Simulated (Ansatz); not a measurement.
Consider this model of amorphous Si₇₂Ge₂₄.

```xyz
96
Lattice="12.1975 -0.1155 0.0198 -0.1155 12.8654 -0.3938 0.0198 -0.3938 12.7955" Properties=species:S:1:pos:R:3 pbc="T T T"
Si     5.8003    11.7935     8.9139
Si     1.6390     4.7871    -0.0723
Si     1.9099     5.0956     2.2799
Si     8.7464     6.6127     1.6022
Si     9.7013    -0.1008    10.7063
Si     8.1937     2.2377     5.3656
Si     5.1138     9.5250    12.0259
Si     5.1632     3.4592     3.1161
Si     1.0805     4.5957     7.5262
Si     9.8635     8.8079     6.3406
Si     9.0385     9.0320     1.8828
Si     4.8493     8.0635     8.3972
Si     5.0043     6.7480    10.4093
Si    11.7400     7.4710    11.6746
Si     8.6181     6.8563     9.4634
Si    10.4367     1.5889     5.1144
Si     5.8828     9.6293     9.7901
Si    10.2839    12.1295     4.1852
Si     4.2819    11.1344     7.2537
Si     4.7412     2.3637     1.0314
Si     9.6801    10.3633    10.3912
Si     5.3409    -0.0721    11.3723
Si     4.4294     5.9297     5.2647
Si     7.4232     1.1465    10.8868
Si     0.1148    12.2504     2.9007
Si     7.5386     3.3469     3.4305
Si     0.8849    11.5273     6.2719
Si     4.0151    12.0558     3.8595
Si     6.2324    11.1993     4.3039
Si     1.7631     0.9179     6.9627
Si     8.3253    11.1145     3.0789
Si     1.6532     3.1479     3.6267
Si     5.7538     9.6502     6.0704
Si     1.8953     1.6523     9.1915
Si    10.6432     1.9776     7.4575
Si     2.4015    11.4294     0.5885
Si     4.1110     5.5171     2.8760
Si     7.6810    12.2399     7.5160
Si     5.6813    12.0005     0.1956
Si    10.5578     3.8484    10.3267
Si     8.9111    10.5708    -0.1750
Si     2.0645     6.1363     9.0613
Si     5.4965     1.7516     6.8156
Si     4.4727     3.4125     5.4330
Si     2.3665     7.1089     5.5205
Si     3.0751     2.5682    12.2303
Si     5.9343     7.7936     4.6282
Si     1.6824     6.4926    11.4489
Si     7.8764    12.3440     1.0873
Si    11.7631     9.1843     9.8403
Si     0.0161     3.0698     8.8913
Si     2.1552     3.1018     5.9393
Si    -0.0022    11.6071     0.6660
Si    11.1826     5.2644     4.1460
Si     6.8896     2.8661    -0.0086
Si     4.1410     4.9642     9.2226
Si     3.8875     0.1708     6.3880
Si    11.0206     9.4631     0.6262
Si    10.0422    -0.1376     8.3309
Si     5.4670     5.9437     7.5217
Si     2.1611    10.3264     7.8440
Si     2.9980    11.7442    11.2246
Si    11.5427     3.8162    12.4907
Si     8.0704     9.1018     9.3063
Si    11.5432     2.9580     3.5631
Si     7.0606     0.2837     5.8802
Si    11.3086     7.6513     7.9222
Si     7.0929     8.9407     0.0784
Si    10.8061     6.1990     9.7934
Si    10.7677    11.0749     6.2731
Si     3.6790     7.4968    12.2758
Si     2.6031     8.0353     7.6894
Ge    11.5645     0.1530    12.4732
Ge     7.8857     9.8949     7.1000
Ge     4.0689     0.1736     2.0388
Ge     8.8397     5.4362     3.6825
Ge     8.2140     7.1137     5.3696
Ge     1.6270     0.7470    11.4213
Ge    10.8431     2.4558     1.2310
Ge     1.8539     8.5024     3.5527
Ge     3.2688     9.2447     1.5448
Ge     1.7766    10.9400     4.0966
Ge     7.8877     5.7272     7.4654
Ge     5.7513     8.8057     2.2825
Ge     2.0403     9.7011    10.1644
Ge     7.0939     5.3251     0.3081
Ge     8.4695     3.2832     7.5770
Ge     5.1090     6.6542     1.0813
Ge     1.4327     1.2630     2.1204
Ge     0.1325     6.2522     6.1380
Ge     8.4245     1.9418     1.5890
Ge     7.1998     6.5785    11.3302
Ge    10.9088     6.3388     0.6359
Ge     6.4831     2.3347     8.9647
Ge     0.2151     6.8128     2.6058
Ge     4.0537     2.6692     9.9756
```

Calculation: PBE, scalar-relativistic without spin-orbit coupling (plane waves to 420 eV, PAW; Ansatz, a program for electronic structure).

It comes from a melt-quench run on a machine-learned potential (CHGNet), relaxed afterwards by DFT. The hot cell started wider than the set density and was brought back towards it in steps. It is the lowest in DFT energy of 4 quenches. It is a model cell: composition and starting density were chosen by hand, and all elements were melted together. No dispersion term was used. Its density started from a set value of 3.12 and ended at 3.12 g/cm³. Cooling (nominally 52 K/ps over its main leg) ran many orders faster than in experiment, which tends to leave more defects and strain. One small periodic cell is one sample of the glass; other quenches scatter about these values. The volume was held where the preparation left it and the shape relaxed, at a PBE pressure of 0.1 GPa. On a 2×2×2 Γ-centred mesh force components of up to 0.26 eV/Å stay, since the relaxation ran on one k-point at (1/4, 1/4, 1/4).

Cut-offs for bonds: Si-Si 2.72 Å, Si-Ge 2.74 Å, Ge-Ge 2.85 Å.

**Question.** Give the coordination numbers, mean bond lengths and angles.

**Answer.** 
```
Property                                                Result
-----------------------  -------------------------------------
Mean coordination of Si   4.07 (1 with 3, 65 with 4, 6 with 5)
Mean coordination of Ge   3.88 (1 with 2, 1 with 3, 22 with 4)
Mean Si-Si bond          2.396 Å (spread 0.063 Å, 116 counted)
Mean Si-Ge bond           2.457 Å (spread 0.058 Å, 61 counted)
Mean Ge-Ge bond           2.536 Å (spread 0.056 Å, 16 counted)
Bond angle at Si                     mean 108.0°, spread 16.1°
Bond angle at Ge                     mean 108.5°, spread 14.4°
```

**Question.** Which atoms depart from the most common coordination of their element?

**Answer.** Si11 has 5 (Si58 2.39 Å, Si4 2.45 Å, Si31 2.51 Å, Si41 2.57 Å, Si68 2.66 Å); Si14 has 5 (Si48 2.41 Å, Si69 2.46 Å, Ge93 2.46 Å, Si58 2.47 Å, Si50 2.51 Å); Si23 has 5 (Si45 2.39 Å, Si37 2.44 Å, Si47 2.48 Å, Si60 2.48 Å, Si44 2.52 Å); Si40 has 3 (Si51 2.35 Å, Si63 2.38 Å, Si69 2.42 Å); Si41 has 5 (Si21 2.36 Å, Si49 2.41 Å, Si68 2.46 Å, Si58 2.51 Å, Si11 2.57 Å); Si68 has 5 (Si7 2.38 Å, Si41 2.46 Å, Ge92 2.50 Å, Ge84 2.58 Å, Si11 2.66 Å); Si71 has 5 (Si48 2.38 Å, Si13 2.41 Å, Ge88 2.49 Å, Si7 2.50 Å, Ge81 2.50 Å); Ge85 has 3 (Si61 2.41 Å, Si62 2.49 Å, Si50 2.53 Å); Ge89 has 2 (Si32 2.42 Å, Si25 2.52 Å; Ge75 at 2.85 Å just beyond).
